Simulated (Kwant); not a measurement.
System: six-terminal Hall bar in a InAs two-dimensional gas. Effective mass 0.023 mₑ, grid spacing 5.8 nm, hard walls, nominal width 150 nm (25 grid rows, so walls 150.8 nm apart), one parabolic valley, scattering region 390 nm long along x; energies count from the band bottom; Fermi energy swept from 0.00535 to 0.0428 eV. Four side probes 75 nm wide, two on each edge; current runs along x; the sign of the Hall resistance is a convention. Perpendicular field 1.9 T, also in the leads; orbital effect alone.

The device is made up for the run: typed textbook-type constants, with dimensions and the other settings drawn at random.

Kwant, effective-mass tight-binding model on a square grid, one spin, coherent transport at 0 K. Resistances are in h/e².

### Question
How many Landau levels lie under the Fermi energy, and what Hall resistance follows, at 16.8 meV and 1.90 T; 19.9 meV and 1.90 T; 29.5 meV and 1.90 T; 35.8 meV and 1.90 T?

### Answer
ħωc = ħeB/m = 5.03 meV a tesla; levels lie at (n + ½)ħωc. E/ħωc = 1.75 gives 2 levels and h/(2e²) = 0.500; simulated 0.500. E/ħωc = 2.09 gives 2 levels and h/(2e²) = 0.500; simulated 0.500. E/ħωc = 3.08 gives 3 levels and h/(3e²) = 0.333; simulated 0.333. E/ħωc = 3.75 gives 4 levels and h/(4e²) = 0.250; simulated 0.250.
